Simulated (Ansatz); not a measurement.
The reference is GaSb in the zinc blende structure (space group F-43m, No. 216; a = 6.132 Å). Axes: x, y, z lie along the cube axes.

Calculations: r2SCAN (Ansatz, a program for electronic structure, PAW, no spin-orbit coupling).

It is then changed as follows: the cell is compressed by 0.76 % along x with no lateral relaxation; the atoms relax in the strained cell.

Task: Predict the stress tensor and what it implies for the stiffness.

Result: Stress of the strained cell less that of the base (GPa, compression positive):
```
   0.66    0.00    0.00
   0.00    0.29    0.00
   0.00    0.00    0.29
```

Then −Δσ_ii/ε with ε = -0.0076 gives relaxed-ion elastic constants: C11 ≈ 87 GPa, C12 ≈ 38 GPa and C13 ≈ 38 GPa.

Stability against distortions was not tested.
